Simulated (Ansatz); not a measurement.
For Al2O3 (R-3, No. 148, 10 atoms in the cell; start mp-754624; a measured phase of this formula has another space group), LDA (plane waves, PAW; Ansatz, a first-principles code) gives:

| Item | Value |
|---|---|
| equilibrium lattice constant a | 4.772 Å |
| c axis length | 13.293 Å |
| cohesive energy | 7.23 eV/atom |
| band gap | 6.17 eV |

Problem. What does r²SCAN+rVV10 in Ansatz (plane waves, PAW) give for the same quantities?

Solution. 
- lattice constant a: 4.795 Å (increases by 0.5 %)
- lattice parameter c: 13.362 Å (rises by 0.5 %)
- cohesive energy: 6.49 eV/atom (shrinks by 0.74 eV/atom)
- band gap: 6.88 eV (grows by 0.71 eV)

Changes are worked out from the printed values.

Unless a cell is named, each level is at its own relaxed cell (LDA 8.74, r²SCAN+rVV10 8.87 Å³/atom).

Density-functional gaps are differences of (generalised) Kohn–Sham levels.

Caveats: the relaxation could not lower the start's symmetry, so the cell can be a saddle point above a distorted one (LDA, r²SCAN+rVV10). Ansatz's density-functional and Hartree–Fock values are scalar-relativistic unless marked +SOC, with PAW data made under PBE.

A start named mp-… is a Materials Project structure, which need not be a measured phase.
